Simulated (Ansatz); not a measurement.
Take ZnF₂ in the rutile structure (space group P4_2/mnm, No. 136; a = 4.7173 Å, c = 3.1285 Å) as the base.

The values are results of DFT with PBEsol, PAW potentials and a 420 eV plane-wave cutoff in Ansatz (a first-principles code), no SOC, not measurements.

Base values:

Band gap: 3.45 eV
Valence-band top at Γ: 0.00, -0.30, -0.30 eV
Pressure: 0.00 GPa

It is then changed as follows: every lattice vector is stretched by 0.60 %, atoms relaxed at fixed cell.

### Question
What does the calculation give for the band gap after the change?

### Answer
The band gap decreases by 0.01 eV, from 3.45 eV to 3.44 eV.

### Question
What does the calculation give for the valence-band top at Γ after the change?

### Answer
The valence-band top at Γ (three highest levels, from the VBM) goes from 0.00, -0.30, -0.30 eV to 0.00, -0.26, -0.26 eV.

### Question
Estimate the effect on the energy relative to the base.

### Answer
The energy rises by 1.3 meV/atom.

### Question
Predict the new pressure.

### Answer
The pressure (mean of the normal stresses, compression positive) goes from zero to -1.93 GPa.

The cells carry an imposed strain or load. Whether these cells are dynamically stable was not tested.
